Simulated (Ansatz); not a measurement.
An Ansatz (an electronic-structure program) run: Pb with a change (biaxial strain +0.83 %, plane normal [111], relaxed out of plane); PBEsol in Ansatz (plane waves to 420 eV, PAW, no SOC).

Input:

Ansatz 0.2 input:
```yaml
crystal:
  lattice:
    - [3.5179257383, 0, 0]
    - [1.7589628692, 3.046613058, 0]
    - [1.7589628692, -1.015537686, 2.8369076503]
  atoms:
    - { symbol: Pb, position: [0, 0, 0] }
basis: { ecutwfc: 420, ecutrho_ratio: 4, xc_grid: 2, fft_grid_basis: typed }
kpoints: { mp_grid: { grid: [23, 23, 23] } }
hamiltonian:
  xc: pbesol
  dispersion: none
  pseudopotentials: { kind: paw }
scf: { occupations: { method: fermi_dirac, width: 0.1 } }
relax: { f_tol: 0.005, max_steps: 50, cell: { stress_tol: 0.01, fix: [a, b, gamma] } }
output: { forces: true, stress: true }
checkpoint: { write: state.ck, write_every: 1000 }
```

Output (explanatory and most iteration lines left out):

```
Relaxation: its limit of steps is 50 (relax.max_steps)
Pseudopotential: Pb, paw, valence charge 14
Crystal: 1 atoms, lattice volume = 30.405 Å³
Basis set: ecut = 420 eV, 603 PW (Γ), exchange–correlation on 48×48×48 points (8 copies of the dense FFT grid, shifted against one another)
Bands: 11, of which v1, the nominal top of the filled ones, is band 7 counted from 1 (6 counted from 0)
Symmetry: 12 space group operations
Space group: R-3m (ITA 166), of the structure as read, at distance tolerance 3.1e-5 Å
k-points: 1156 of 12167
Functional: x = pbesol(κ = 0.804, μ = 0.12345679012345678), c = pbesol(β = 0.046)
SCF iter   1: F=—  HF=-11754.952874 eV  |F-HF|=—  |Δ(HF+E_count)|=         —  Δρ=1.94e-3  dr2=8.51e-4  ethr=1.77e-3  ⟨swp⟩=5.6  Hψ=84308  notcnv=0
SCF iter   2: F=—  HF=-11754.952203 eV  |F-HF|=—  |Δ(HF+E_count)|=   6.71e-4  Δρ=1.19e-3  dr2=3.51e-4  ethr=6.08e-6  ⟨swp⟩=2.5  Hψ=29001  notcnv=0
SCF 1 converged in 6 iterations: F = -11754.952061 eV  dr2 = 1.07e-9
relax step   1: F+E_penalty+E_count = -11754.95206093 eV  Δ(F+E_penalty+E_count) = +0.000e0 eV  max|allowed force component| = 0.000e0 eV/Å  Δτ_max = 0.0000 Å  P = -0.566 GPa  Ω = 30.405 Å³  fix = [a, b, gamma]  reactions: a -0.723, b -0.723 GPa  (6 SCF iters, dr2 threshold 1.00e-7 eV, accepted)
[... steps on the carried basis left out ...]
relax step   3: F+E_penalty+E_count = -11754.95215769 eV  Δ(F+E_penalty+E_count) = -1.266e-5 eV  max|allowed force component| = 0.000e0 eV/Å  Δτ_max = 0.0000 Å  P = -0.404 GPa  Ω = 30.299 Å³  energy of the carried Pulay correction = +1.295e-5 eV  fix = [a, b, gamma]  reactions: a -0.607, b -0.607 GPa  (3 SCF iters, dr2 threshold 1.64e-8 eV, accepted)
Crystal: 1 atoms, lattice volume = 30.299 Å³
SCF iter   1: F=—  HF=-11754.952144 eV  |F-HF|=—  |Δ(HF+E_count)|=         —  Δρ=6.83e-6  dr2=3.51e-9  ethr=1.11e-7  ⟨swp⟩=3.5  Hψ=121726  notcnv=0
SCF iter   2: F=—  HF=-11754.952145 eV  |F-HF|=—  |Δ(HF+E_count)|=   1.11e-6  Δρ=3.28e-6  dr2=8.04e-10  ethr=2.51e-11  ⟨swp⟩=2.5  Hψ=21313  notcnv=0
SCF 4 converged in 5 iterations: F = -11754.952145 eV  dr2 = 5.05e-14
SCF converged after 5 iterations
Free energy (F): -11754.952145 eV
Internal energy: -11754.935633 eV  (E = F + TS)
E sigma→0 (E₀):  -11754.943889 eV
Entropy (-TS):   -0.016512 eV (-16.512 meV/atom)
Fermi energy:    10.822713 eV
--- Forces (eV/Å), atoms counted from 1 ---
  atom   1  Pb     0.00000000     0.00000000     0.00000000
--- Stress (GPa, compression-positive) ---
       -0.607017      -0.000000       0.000000
       -0.000000      -0.607017      -0.000000
        0.000000      -0.000000       0.000617
  P = ⅓ Tr σ = -0.4045 GPa (-4.045 kbar)
--- Relaxed structure (3 steps of the walk, 3 accepted, 1 SCFs on fresh bases) ---
  cell:  # Å, volume = 30.2993 Å³
    - [3.517925738302929, -2.886742409808929e-11, -4.1335088473890814e-11]
    - [1.7589628691764645, 3.0466130579830297, -2.066754438803807e-11]
    - [1.7589628691763484, -1.0155376860135883, 2.827021005740287]
  atoms:
    - { symbol: Pb, position: [0.0, 0.0, 0.0] }
```

Whether these cells are dynamically stable was not tested. The cell was made from Pb in the fcc (Cu type) structure (space group Fm-3m, No. 225) by this change: biaxial strain +0.83 %, plane normal [111], relaxed out of plane.
